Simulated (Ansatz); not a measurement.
Take BeTe in the zinc blende structure (space group F-43m, No. 216) as the base.

```
BeTe
1.0
    0.00000     2.82841     2.82841
    2.82841     0.00000     2.82841
    2.82841     2.82841     0.00000
Be Te
1 1
Cartesian
  0.00000   0.00000   0.00000
  1.41420   1.41420   1.41420
```

Computed with Ansatz (a program for electronic structure) r2SCAN, without spin-orbit coupling.

For the base:

| Quantity | Value |
|---|---|
| Valley order | X along ⟨100⟩ 2.37 eV; L along ⟨111⟩ 3.51 eV |
| Hole mass | 0.21, 0.35, 0.35 mₑ (at Γ) |

Modification: an isotropic linear strain of +3.00 %, atoms relaxed at fixed cell.

Task: What does the calculation give for the valley order, hole mass and energy relative to the base after the change?

Result: The valley order (the lowest conduction-band minima on the path, energy above the VBM, named in the base's zone) changes from X along ⟨100⟩ 2.37 eV; L along ⟨111⟩ 3.51 eV to X along ⟨100⟩ 2.57 eV; L along ⟨111⟩ 3.27 eV; Γ 3.73 eV; the hole mass (degenerate bands, along [100]) goes from 0.21, 0.35, 0.35 mₑ (at Γ) to 0.20, 0.40, 0.40 mₑ (at Γ); the energy grows by 31 meV/atom.

With Te present, leaving out spin-orbit coupling can change the band edges. The levels and masses belong to the bands next to the band gap. Masses are band curvatures over ±0.01 Å⁻¹ around the edge. No phonon test of stability was made.
